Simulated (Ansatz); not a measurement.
The parent structure is BAs in the zinc blende structure (space group F-43m, No. 216).

```xyz
2
Lattice="0.0000 2.4047 2.4047 2.4047 0.0000 2.4047 2.4047 2.4047 0.0000" Properties=species:S:1:pos:R:3 pbc="T T T"
As     3.6070     3.6070     3.6070
B      0.0000     0.0000     0.0000
```

All numbers come from Kohn–Sham DFT with the PBE functional, run in Ansatz (a program for electronic structure) with PAW and 420 eV plane waves, no spin-orbit coupling, earlier PAW set.

For the base:

The gap character is indirect, Γ → a point along ⟨100⟩, about 1.1 Å⁻¹ from Γ.

Now apply this change: electron doping at 3.0×10^21 cm⁻³ (0.0834 per cell), with a uniform compensating background at fixed cell and a 300 K Fermi–Dirac width.

What does the calculation give for the Fermi level from band edge and gap character after the change?

The Fermi level relative to the doped band's edge (positive inside the band; to 0.05 eV) is +0.50 eV; the gap character stays indirect, Γ → a point along ⟨100⟩, about 1.1 Å⁻¹ from Γ.

Carriers are added with a uniform compensating background; total energy and stress of such cells depend on the potential's zero and are not compared; many-body gap narrowing is missing at this level. Whether these cells are dynamically stable was not tested.
